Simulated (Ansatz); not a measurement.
**Carrier properties of BP under load (space group F-43m)**

```yaml
crystal:
  lattice:
    - [0.00000, 2.17555, 2.17555]
    - [2.17555, 0.00000, 2.17555]
    - [2.17555, 2.17555, 0.00000]
  atoms:
    - { symbol: B, position: [0.00000, 0.00000, 0.00000] }
    - { symbol: P, position: [0.25000, 0.25000, 0.25000] }
```

All values below come from PBE with spin-orbit coupling, rigid bands (plane waves, PAW; Ansatz, a quantum-chemistry and plane-wave program). Condition of this run: hydrostatic pressure of 24 GPa (compression positive) (the target of the relaxation). How the cell was made: cell and atoms relaxed with PBEsol, then loaded as said.

* **band gap**: 1.03 eV
* **electron conductivity mass (300 K, dilute)**: 0.35 mₑ
* **hole conductivity mass (300 K, dilute)**: 0.44 mₑ
* **effective density of states N_c (300 K)**: 5.1e19 cm⁻³
* **effective density of states N_v (300 K)**: 2.8e19 cm⁻³
* **density-of-states mass, electrons**: 1.60 mₑ
* **density-of-states mass, holes**: 1.07 mₑ
* **Seebeck coefficient, n-type 1e19 cm⁻³, 300 K**: -348 μV/K
* **best n-type power factor at 300 K for τ = 10 fs (best axis; densities from 1e16 to 1e21 cm⁻³ tried, whether or not they can be reached)**: 19.9 μW/(cm·K²) at 1e20 cm⁻³
* **Seebeck coefficient, p-type 1e19 cm⁻³, 300 K**: 335 μV/K
* **best p-type power factor at 300 K for τ = 10 fs (best axis; densities from 1e16 to 1e21 cm⁻³ tried, whether or not they can be reached)**: 15.5 μW/(cm·K²) at 1e20 cm⁻³

Rigid bands; masses and Seebeck coefficients take one relaxation time τ for all states and one kind of carrier; polarons and phonon drag are left out. Geometry: cell and atoms relaxed with PBEsol.
